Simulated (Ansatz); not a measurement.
Start from NaF in the rock salt structure (space group Fm-3m, No. 225; a = 4.7012 Å).

Structures relaxed with Ansatz (a quantum-chemistry and plane-wave program) PBE, scalar-relativistic without spin-orbit coupling.

Base:

Simulated powder pattern, Cu Kα, λ = 1.54184 Å (kinematic, ideal powder, no thermal factors, no anomalous dispersion; the 8 strongest lines at most, above 2 %, up to 2θ = 90°):

| 2θ (°) | I/Imax (%) | hkl |
|---|---|---|
| 33.00 | 2.1 | (111) |
| 38.29 | 100 | (200) |
| 55.27 | 58 | (220) |
| 69.23 | 17 | (222) |
| 81.98 | 6.9 | (400) |

After one change:

Simulated powder pattern, Cu Kα, λ = 1.54184 Å (kinematic, ideal powder, no thermal factors, no anomalous dispersion; the 8 strongest lines at most, above 2 %, up to 2θ = 90°):

```tsv
2θ (°)	I/Imax (%)
32.67	2.1
37.90	100
54.67	58
68.45	17
81.00	6.9
```

Task: Which of these changes matches the shifts?
A. isotropic strain +0.50 %
B. isotropic strain +2.50 %
C. isotropic strain +1.00 %
D. isotropic strain −1.00 %

Result: C, isotropic strain +1.00 %. Its volume per atom is 13.38 Å³ against 12.99 Å³, and its space group is Fm-3m (No. 225).

Whether these cells are dynamically stable was not tested.
